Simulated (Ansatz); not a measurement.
## What uniaxial strain ε_zz = +0.60 % does to BN

The reference is BN (space group P6_3/mmc, No. 194; a = 2.500 Å, c = 6.412 Å; layered, stacked along the Cartesian z axis). Axes: x lies along a and z along c of the hexagonal cell.

Modification: uniaxial strain ε_zz = +0.60 %, all other strain components held at zero; the atoms relax in the strained cell.

Method: plane-wave PAW DFT at the PBEsol-D3(BJ) level (Ansatz, a quantum-chemistry and plane-wave program, 420 eV), scalar-relativistic without spin-orbit coupling. k-mesh 15×15×5 (Γ-centred); smearing 0.05 eV (Fermi–Dirac).

| quantity | base | changed | shift |
|---|---|---|---|
| volume per atom | 8.68 Å³ | 8.73 Å³ | +0.05 Å³ |
| space group | P6_3/mmc (No. 194) | P6_3/mmc (No. 194) | – |
| energy relative to the base (free energy F) | 0 meV/atom | 0.0 meV/atom | 0.0 meV/atom |
| pressure (mean of the normal stresses, compression positive) | 0.00 GPa | -0.07 GPa | -0.07 GPa |
| band gap | 4.08 eV | 4.09 eV | +0.01 eV |
| gap character | indirect, k = (0.267, 1/3, 0) in the run's primitive reciprocal basis → M | indirect, k = (0.267, 1/3, 0) in the run's primitive reciprocal basis → M | – |
| smallest direct gap | 4.49 eV | 4.51 eV | +0.02 eV |
| stress (xx, yy, zz, yz, xz, xy; compression positive) | – | (-0.01, -0.01, -0.20, 0.00, 0.00, 0.00) GPa | – |

No phonon test of stability was made.
